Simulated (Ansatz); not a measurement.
Seebeck coefficient (μV/K, mean over directions) of n-type ZnSe (F-43m) against carrier density, r2SCAN with spin-orbit coupling, rigid bands (Ansatz, an electronic-structure program). Computed gap 1.74 eV; densities at which minority carriers matter at this gap, or further valleys turn the trend, are left out. Conductivity mass 0.133 mₑ (harmonic mean over directions), N_c = 1.1e18 cm⁻³ at 300 K.

```tsv
electron density	300 K	500 K
1e16 cm⁻³	-623	-691
1e17 cm⁻³	-425	___
1e18 cm⁻³	___	-298
3e18 cm⁻³	___	-210
1e19 cm⁻³	-81	-126
3e19 cm⁻³	-43	-71
1e20 cm⁻³	-22	-37
3e20 cm⁻³	-13	-22
```

Question: Some entries are withheld; supply them.

Answer: 
- 1e17 cm⁻³, 500 K: -493
- 1e18 cm⁻³, 300 K: -233
- 3e18 cm⁻³, 300 K: -151

Rigid bands with a gap fixed in temperature, one relaxation time for all states, no polarons or phonon drag, and whether or not such doping can be reached.
